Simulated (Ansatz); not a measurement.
The starting structures come from a database of crystals and need not be the phases stable at ambient conditions.

Tunnelling through a barrier is set by its complex band structure: the current falls as exp(−2κd) with the smallest κ.

Here is the system:

```
CELL_PARAMETERS angstrom
      5.87246     0.00000     0.00000
     -2.09221     7.91585     0.00000
      2.09221    -3.65628     3.94641
ATOMIC_POSITIONS crystal
  P  0.12971 0.88188 0.03989
  P  0.87029 0.11812 0.96011
  P  0.37029 0.38188 0.22387
  P  0.62971 0.61812 0.77613
  P  0.81145 0.37721 0.71153
  P  0.18855 0.62279 0.28847
  P  0.68855 0.87721 0.54289
  P  0.31145 0.12279 0.45711
  Ir 0.20842 0.49883 0.77070
  Ir 0.79158 0.50117 0.22930
  Ir 0.29158 0.99883 0.72696
  Ir 0.70842 0.00117 0.27304
```

Space group of this cell: P2_1/c. The cell is taken as given.

Transport runs along the normal of the first two printed cell vectors.

The gap is the functional's own. No spin-orbit coupling. Mid-gap values are interpolated on the energy grid.

Estimate the band gap and the smallest decay constant κ at mid-gap that r2SCAN (Ansatz, a program for electronic structure) returns for this system.

Gap 0.72 eV on a 6×8×8 mesh; κ = 0.160 1/Å, at (0.500, 0.250) of the in-plane reciprocal vectors. At the zone centre, at the nearest computed energy, the slowest state has κ = 0.18 1/Å.
